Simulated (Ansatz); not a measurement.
# HgS: pressure series

Start from HgS in the rock salt structure (space group Fm-3m, No. 225; a model cell, its experimental status unchecked).

```xyz
2
Lattice="0.0000 2.7258 2.7258 2.7258 0.0000 2.7258 2.7258 2.7258 0.0000" Properties=species:S:1:pos:R:3 pbc="T T T"
S      0.0000     0.0000     0.0000
Hg     2.7258     2.7258     2.7258
```

Cell and atoms are relaxed at each pressure.

The values are results of DFT with PBEsol, PAW potentials and a 420 eV plane-wave cutoff in Ansatz (a first-principles code), no spin-orbit coupling, not measurements.

| P (GPa) | V (Å³/atom) |
|---|---|
| -2.01 | 20.793 |
| -1.01 | 20.513 |
| 0.89 | 20.038 |
| 2.10 | 19.767 |
| 4.50 | 19.289 |
| 8.99 | 18.546 |
| 15.00 | 17.755 |
| 22.50 | 16.977 |
| 30.00 | 16.348 |

A third-order Birch–Murnaghan fit to these points gives V₀ = 20.25 Å³/atom, B₀ = 82 GPa and B₀′ = 5.0. At pressure 30 GPa the volume is 80.7 % of V₀.

Load acts through the strain it causes; cell and atoms are relaxed under it. Whether these cells are dynamically stable was not tested. No other phases were tried under pressure. All final runs are without spin polarisation. This is not the structure that HgS has at room temperature and ambient pressure.
